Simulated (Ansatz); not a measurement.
The parent structure is Cs2AgBiBr6 (space group Fm-3m, No. 225; a = 11.187 Å). Axes: x, y, z lie along the cube axes.

All numbers come from PBEsol (Ansatz, a first-principles code, PAW, no spin-orbit coupling).

Strains are applied to the cell and any free atomic positions relax.

One change was made to it. Results:

```json
[
 {"quantity": "energy relative to the base (free energy F)", "base": "0 meV/atom", "after": "+2.3 meV/atom"},
 {"quantity": "band gap", "base": "1.10 eV", "after": "1.08 eV"},
 {"quantity": "smallest direct gap", "base": "2.23 eV", "after": "2.20 eV"}
]
```

**Question.** Which change produced these results?
A) uniaxial strain ε_zz = +0.75 %
B) uniaxial strain ε_zz = +1.50 %
C) uniaxial strain ε_zz = +3.00 %
D) uniaxial strain ε_zz = +2.25 %

**Answer.** D, uniaxial strain ε_zz = +2.25 %. For comparison, the energy relative to the base in the other runs: uniaxial strain ε_zz = +0.75 % gives +0.3 meV/atom; uniaxial strain ε_zz = +1.50 % gives +1.0 meV/atom; uniaxial strain ε_zz = +3.00 % gives +3.8 meV/atom.

Spin-orbit coupling, missing from the scalar runs, can matter with Bi. Whether these cells are dynamically stable was not tested.
